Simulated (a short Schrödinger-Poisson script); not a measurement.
Stack: MOS inversion layer, HfO2 on p-type Si(100), at 300 K.

From the gate side: 8.9 nm HfO2; 250 nm Si, acceptors 3e18 cm⁻³.

Constants are typed, rounded textbook-type inputs, not results; the design itself was drawn at random and stands for no fabricated device. HfO2: permittivity 22, conduction-band edge (eV) 1.55, gap (eV) 5.7, electron mass (mₑ) 0.2. Si: permittivity 11.7, conduction-band edge (eV) 0, gap (eV) 1.124, Nv at 300 K (cm⁻³) 3.1e19.

Channel valleys (confinement mass, in-plane density-of-states mass, number): Δ2 0.916, 0.19, 2; Δ4 0.19, 0.417, 4. At the gate the conduction-band edge of layer 1 lies 2.1 eV − eVg above the Fermi level of the channel; the field vanishes at the back. Gaps are held at their typed values at every temperature. Mesh 0.03 nm at interfaces.

From a short Schrödinger-Poisson script (our own, NumPy): 1D Poisson equation in equilibrium, electrons quantum, Hartree (BenDaniel-Duke, 12 states a valley, the channel's in-plane mass for all, wave functions ending at the dielectric), parabolic valleys, classical holes, full ionisation, no traps, pinning or gate leakage.

| Vg (V) | electrons (cm⁻²) | C (μF/cm²) | Δ2 E0 (meV from the Fermi level) | Δ4 E0 (meV from the Fermi level) |
|---|---|---|---|---|
| 1 | 4.16e9 | 0.417 | 179.9 | 290.8 |
| 1.05 | 1.78e10 | 0.459 | 142.3 | 254.8 |
| 1.1 | 6.92e10 | 0.610 | 106.9 | 221.1 |
| 1.15 | 2.12e11 | 0.896 | 77.5 | 193.3 |
| 1.2 | 4.73e11 | 1.17 | 55.9 | 173.3 |
| 1.25 | 8.27e11 | 1.35 | 40.3 | 159.3 |
| 1.3 | 1.24e12 | 1.47 | 28.6 | 149.2 |
| 1.35 | 1.69e12 | 1.54 | 19.2 | 141.4 |
| 1.4 | 2.16e12 | 1.59 | 11.3 | 135.1 |
| 1.45 | 2.64e12 | 1.62 | 4.5 | 129.7 |
| 1.5 | 3.14e12 | 1.65 | -1.7 | 125.2 |
| 1.55 | 3.65e12 | 1.67 | -7.2 | 121.1 |
| 1.6 | 4.17e12 | 1.69 | -12.4 | 117.5 |
| 1.65 | 4.69e12 | 1.70 | -17.2 | 114.1 |
| 1.7 | 5.22e12 | 1.71 | -21.8 | 111.0 |

Gate voltages with under 1e9 electrons/cm² are left out.

Task: At Vg = 1.7 V the lowest Δ2 subband lies at -21.8 meV from the Fermi level. How many electrons does it hold, and what share of all?

Result: The two-dimensional density of states is g m/(πħ²) = 1.59e11 cm⁻² meV⁻¹ (both spins), kT = 25.9 meV, so n = D kT ln(1 + exp(−E/kT)) = 4.93e12 cm⁻², 0.95 of the 5.22e12 cm⁻² in all.

Task: Compare the slope of the sheet density between 1.6 and 1.7 V with the geometric capacitance of the layers between gate and channel.

Result: q Δn/ΔV = 1.68 μF/cm²; ε0/Σ(t/ε) = 2.19 μF/cm². The ratio is 0.77: the channel acts as a further capacitance in series.
